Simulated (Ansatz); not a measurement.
Start from InP in the wurtzite structure (space group P6_3mc, No. 186; a = 4.1690 Å, c = 6.8456 Å; a model cell, its experimental status unchecked). Axes: x lies along a and z along c of the hexagonal cell.

Levels (all Ansatz, an electronic-structure program, PAW): r2SCAN (500 eV, no spin-orbit coupling); HSE06 (420 eV, no SOC).

Its gap is 1.10 eV with r2SCAN and 1.42 eV with HSE06.

Modification: biaxial strain +2.04 %, plane normal [001], relaxed out of plane (Cartesian); in-plane vectors clamped, the third vector and the atoms free.

With r2SCAN the gap becomes 0.94 eV.

**Question.** If the HSE06 correction stayed the same, what would the HSE06 gap be, and what does the HSE06 run give?

**Answer.** A rigid correction of +0.32 eV gives 1.26 eV. The HSE06 run gives 1.25 eV, so the two effects roughly add.

Single points use the geometry relaxed with r2SCAN. No phonon test of stability was made. This is not the structure that InP has at room temperature and ambient pressure.
